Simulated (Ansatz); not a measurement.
**What isotropic strain +1.50 % does to Re**

The parent structure is Re in the hcp (Mg type) structure (space group P6_3/mmc, No. 194; a = 2.752 Å, c = 4.440 Å; relaxed with 0.1 eV smearing).

One thing is altered: the cell is scaled by 1.0150 in all directions; the atoms relax in the strained cell.

All numbers come from PBEsol (Ansatz, a program for electronic structure; PAW; 420 eV plane waves; without spin-orbit coupling). Settings: 24×24×13 k-points, 0.1 eV Fermi–Dirac smearing.

The space group is still P6_3/mmc (No. 194) and the shortest interatomic distance rises by 0.041 Å to 2.771 Å. The energy rises by 34 meV/atom and the pressure (mean of the normal stresses, compression positive) goes from zero to -15.8 GPa. The band gap is still zero.

Final structure:

```
CELL_PARAMETERS angstrom
      2.79317     0.00000     0.00000
     -1.39658     2.41895     0.00000
      0.00000     0.00000     4.50667
ATOMIC_POSITIONS crystal
  Re 0.66667 0.33333 0.75000
  Re 0.33333 0.66667 0.25000
```

Stability against distortions was not tested. All final runs are without spin polarisation.
